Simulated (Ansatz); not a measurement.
Sn on the 1x1 (111) surface of fcc Cu, one in a 3x3 cell, energies for each (51.4 Å²). Energies are against an atom of beta tin, without zero-point or thermal terms; each row is named by its start.

Level of theory: PBE (plane waves to 420 eV, PAW; Ansatz, an electronic-structure program).

Slab: 37 atoms, 6.2 Å thick at the start under the adsorbate (thin: gaps and levels are the slab's own); k 4x4x1, smearing 0.1 eV, dipole-corrected; 18 atoms held, the rest relaxed; each run with such symmetry as its start has; spin-polarised, no spin-orbit, no U, no dispersion correction.

A negative adsorption energy means that the adsorbate is more stable on the surface than in its reference. Heights count from the host atoms within 0.3 Å of the top one.

| starting site | E_ads (eV) | height (Å) | nearest host atom (Å) | bonded to | Δ work function (eV) | lateral drift (Å) | moment (μB) |
|---|---|---|---|---|---|---|---|
| top Cu | (withheld) | 2.13 | Cu 2.42 | Cu | -0.49 | 0.0 | 0.0 |
| hollow Cu-Cu-Cu over Cu at depth 2.1 Å | -0.06 | 2.11 | Cu 2.62 | 3 Cu | -0.40 | 0.0 | 0.0 |
| hollow Cu-Cu-Cu over Cu at depth 4.1 Å | -0.09 | 2.10 | Cu 2.61 | 3 Cu | -0.40 | 0.0 | 0.0 |

Q: What belongs in the gaps?

A: 
- top Cu, E_ads (eV): 0.26
